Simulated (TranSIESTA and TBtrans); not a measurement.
Device: naphthalene-1,4-diyl held by thiolate S between the apex atoms of two Al(100) rods. Leads: fcc Al rod along [100], layers of 5 and 4 atoms, a = 4.04 Å. Geometry: as built, not relaxed. Transport runs along z; the first 18 and the last 18 of the 87 atoms are the lead cells, repeated to infinity.

```xyz
87
Lattice="16.986 0.000 0.000 0.000 16.986 0.000 0.000 0.000 40.351" Properties=species:S:1:pos:R:3 pbc="F F T"
Al     8.493     8.493     0.000
Al    11.350     8.493     0.000
Al     8.493    11.350     0.000
Al     5.636     8.493     0.000
Al     8.493     5.636     0.000
Al     9.921     9.921     2.020
Al     7.065     9.921     2.020
Al     9.921     7.065     2.020
Al     7.065     7.065     2.020
Al     8.493     8.493     4.040
Al    11.350     8.493     4.040
Al     8.493    11.350     4.040
Al     5.636     8.493     4.040
Al     8.493     5.636     4.040
Al     9.921     9.921     6.060
Al     7.065     9.921     6.060
Al     9.921     7.065     6.060
Al     7.065     7.065     6.060
Al     8.493     8.493     8.080
Al    11.350     8.493     8.080
Al     8.493    11.350     8.080
Al     5.636     8.493     8.080
Al     8.493     5.636     8.080
Al     9.921     9.921    10.100
Al     7.065     9.921    10.100
Al     9.921     7.065    10.100
Al     7.065     7.065    10.100
Al     8.493     8.493    12.120
Al    11.350     8.493    12.120
Al     8.493    11.350    12.120
Al     5.636     8.493    12.120
Al     8.493     5.636    12.120
Al     9.921     9.921    14.140
Al     7.065     9.921    14.140
Al     9.921     7.065    14.140
Al     7.065     7.065    14.140
Al     8.493     8.493    16.160
S     10.193     9.184    17.547
C      9.206     8.878    19.020
C      9.289     7.612    19.605
C      8.553     7.307    20.747
C      7.717     8.261    21.331
S      6.803     7.780    22.804
C      7.614     9.552    20.760
C      6.780    10.540    21.323
C      6.691    11.807    20.747
C      7.426    12.111    19.604
C      8.259    11.152    19.028
C      8.367     9.863    19.591
H      9.930     6.854    19.171
H      8.635     6.318    21.180
H      6.192    10.346    22.210
H      6.047    12.557    21.189
H      7.352    13.097    19.163
H      8.812    11.430    18.141
Al     8.493     8.493    24.191
Al     9.921     9.921    26.211
Al     7.065     9.921    26.211
Al     9.921     7.065    26.211
Al     7.065     7.065    26.211
Al     8.493     8.493    28.231
Al    11.350     8.493    28.231
Al     8.493    11.350    28.231
Al     5.636     8.493    28.231
Al     8.493     5.636    28.231
Al     9.921     9.921    30.251
Al     7.065     9.921    30.251
Al     9.921     7.065    30.251
Al     7.065     7.065    30.251
Al     8.493     8.493    32.271
Al    11.350     8.493    32.271
Al     8.493    11.350    32.271
Al     5.636     8.493    32.271
Al     8.493     5.636    32.271
Al     9.921     9.921    34.291
Al     7.065     9.921    34.291
Al     9.921     7.065    34.291
Al     7.065     7.065    34.291
Al     8.493     8.493    36.311
Al    11.350     8.493    36.311
Al     8.493    11.350    36.311
Al     5.636     8.493    36.311
Al     8.493     5.636    36.311
Al     9.921     9.921    38.331
Al     7.065     9.921    38.331
Al     9.921     7.065    38.331
Al     7.065     7.065    38.331
```

Run with TranSIESTA and TBtrans (open boundaries, self-consistent; PseudoDojo norm-conserving potentials, scalar-relativistic): PAO.BasisSize SZP, PAO.EnergyShift 0.15 eV, XC.Authors PBE, Mesh.Cutoff 150 Ry, ElectronicTemperature 300 K, TBT.Elecs.Eta 0.001 eV, no spin polarisation.

Task: Give the current of both spins against bias, self-consistently and from the zero-bias transmission integrated over the bias window.

Result: 
```tsv
V (V)	I self-consistent (μA)	I from the zero-bias T(E) (μA)
0.3	0.230	0.317
0.6	0.680	0.901
0.9	1.17	1.94
1.2	1.82	4.16
```

Positive bias raises the left lead's chemical potential. The energy step is 0.02 eV; narrower resonances are cut or missed.

The leads' channel count changes near 0.03 eV, within the thermal window, so values at the Fermi level hang on where that band edge falls. Semilocal functionals put molecular levels too close to the Fermi level and tend to overestimate such conductances.
